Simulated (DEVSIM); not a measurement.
System: abrupt Si p-n junction, at 300 K.

Layer 1 from the left is Si, thickness (μm) 48.0, Na (cm⁻³) 3.4e18, τn (s) 3.8e-7, τp (s) 3.8e-7. Layer 2 from the left is Si, thickness (μm) 23.0, Nd (cm⁻³) 1.4e16, τn (s) 3.8e-7, τp (s) 3.8e-7.

Left contact: ohmic. Right contact: ohmic. Voltage is applied to the left contact. Recombination: SRH at mid-gap, radiative. Mobility is μmin + (μ − μmin)/(1 + (N/Nref)^α).

Constants are typed, rounded textbook-type inputs, not results; the design itself was drawn at random and stands for no fabricated device. Values at 300 K.

Si: gap (eV) 1.124, affinity (eV) 4.05, permittivity 11.7, Nc (cm⁻³) 2.86e19, Nv (cm⁻³) 3.1e19, μn (cm²/Vs) 1417, μp (cm²/Vs) 470, μn,min 52, μp,min 45, Nref,n 9.7e16, Nref,p 2.2e17, αn 0.68, αp 0.72, B (cm³/s) 4.7e-15.

### Question
Estimate by hand the built-in potential, the peak field at zero bias, the capacitance at -3 V, and compare with a numerical solution.

### Answer

- Built-in potential: ni = √(Nc Nv) exp(−Eg/2kT) = 1.08e10 cm⁻³ with Eg = 1.124 eV; Vbi = kT/q ln(Na Nd/ni²) = 0.870 V; numerical 0.870 V.
- Peak field at zero bias: depletion approximation: W = √(2εVbi/(qN)) = 0.284 μm with N = 1.39e16 cm⁻³; field = 2Vbi/W = 61200 V/cm; numerical 112000 V/cm (estimate below by 45 %).
- Capacitance at -3 V: C = √(qεN / 2(Vbi + |V|)) = 17.3 nF/cm²; numerical 17.4 nF/cm² (estimate below by 0.87 %).

Simulated with DEVSIM: 1D drift-diffusion, Boltzmann statistics, complete ionisation; no tunnelling, impact ionisation, image-force lowering or self-heating.
